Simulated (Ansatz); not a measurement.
Structures of equal composition on the (111) surface of fcc Pt: a layer of Re in place of the second plane; a layer of Re in place of the third plane. The slabs share one bottom face, and each structure is named by its start. These are constructed structures in small cells; real faces may alloy, dewet or reconstruct in larger ones, and not all known structures of the face are among them. Slabs of about 11 Å with all that they carry, Fermi-Dirac smearing of 0.1 eV. Bottom of the slabs: a bare face, its two planes held. Relaxed from the named starts with such symmetry as they have, on meshes of like density; energies extrapolated to zero smearing; no spin-orbit coupling, no U. Spin-polarised runs, if any, are marked in brackets, and their order is one that fits the cell; the others ran without spin.

Computed with PBE (plane waves to 420 eV, PAW; Ansatz, an electronic-structure program).

Question: Order them by energy per 1x1 cell (lowest first) at the level PBE.

Answer: a layer of Re in place of the third plane (0.000 eV), a layer of Re in place of the second plane (0.185 eV)
